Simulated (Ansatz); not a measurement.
Results of r²SCAN-D4 (PAW; Ansatz, a first-principles code) for AlB2-type TiB₂.

Settings: plane-wave cutoff 560 eV, 24×24×18 k mesh (along the axes of the cell as run), Fermi–Dirac smearing 0.05 eV, no spin polarisation, scalar-relativistic PAW data made under PBE.

Response to compression and expansion:

Shape and atoms are relaxed at each volume.

```
V (Å³/atom)  P (GPa)  c (Å)  a (Å)
-----------  -------  -----  -----
8.081          11.61  3.149  2.982
8.249           5.52  3.176  3.000
8.418           0.00  3.203  3.017
8.586          -5.00  3.230  3.034
8.754          -9.54  3.257  3.051
```

Note: the bulk modulus comes from volumes at which shape and atoms were relaxed.
